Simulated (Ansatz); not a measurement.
Reference: W (Im-3m), PBEsol, DFPT electron-phonon coupling, linearised Boltzmann equation (plane waves, PAW, scalar-relativistic; Ansatz, an electronic-structure program); geometry: relaxed with this functional, without spin-orbit coupling.

```
W
1.0
   -1.57743     1.57743     1.57743
    1.57743    -1.57743     1.57743
    1.57743     1.57743    -1.57743
W
1
Cartesian
  0.00000   0.00000   0.00000
```

- resistivity at 300 K = 5.1 μΩ·cm
- electron-phonon coupling λ = 0.30
- logarithmic mean phonon energy = 19.2 meV

Question: Replace W by Mo on the same sites and relax. What happens?

Answer: Mo (Im-3m): volume per atom 15.7 to 15.3 Å³; resistivity at 300 K stays about the same (5.1 μΩ·cm to 5.4 μΩ·cm); electron-phonon coupling λ rises (0.30 to 0.43); logarithmic mean phonon energy rises (19.2 meV to 23 meV).

Question: Replace W by Ta on the same sites and relax. What happens?

Answer: Ta (Im-3m): volume per atom 15.7 to 17.7 Å³; resistivity at 300 K rises (5.1 μΩ·cm to 12.6 μΩ·cm); electron-phonon coupling λ rises (0.30 to 0.94); logarithmic mean phonon energy falls (19.2 meV to 12.6 meV).

Question: Swap W for Nb, keeping the structure type. How do these values move?

Answer: Nb (Im-3m): volume per atom 15.7 to 17.5 Å³; resistivity at 300 K rises (5.1 μΩ·cm to 16.7 μΩ·cm); electron-phonon coupling λ rises (0.30 to 1.42); logarithmic mean phonon energy falls (19.2 meV to 11.6 meV).

Moves up to 14 % count as about the same. Metals; harmonic phonons alone scatter; means over directions. Halving the electron mesh moves these values by up to 9 %; q meshes are mostly untested. Some of the runs warned that the eigensolver left states short of its tolerance. Spin-orbit coupling is left out.

The missing spin-orbit coupling matters most for Ta (Im-3m), W (Im-3m).
